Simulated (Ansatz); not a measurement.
Structures of equal composition on the (0001) surface of hcp Ru: a layer of Sc in place of the second plane; a layer of Sc in place of the third plane. The slabs share one bottom face, and each structure is named by its start. These are constructed structures in small cells; real faces may alloy, dewet or reconstruct in larger ones, and not all known structures of the face are among them. Slabs of about 11 Å, Fermi-Dirac smearing of 0.1 eV. Bottom of the slabs: a bare face, its two planes held. Relaxed from the named starts with such symmetry as they have, on meshes of like density; energies extrapolated to zero smearing; spin only where a row says so; no spin-orbit coupling, no U. Brackets mark spin-polarised runs, whose order is one that fits the cell.

The numbers are results of PBE (plane waves to 420 eV, PAW; Ansatz, a program for electronic structure), not measurements.

Problem. Put the candidates in order of energy per 1x1 cell, lowest first, for PBE.

Solution. a layer of Sc in place of the second plane (0.000 eV), a layer of Sc in place of the third plane (0.171 eV)
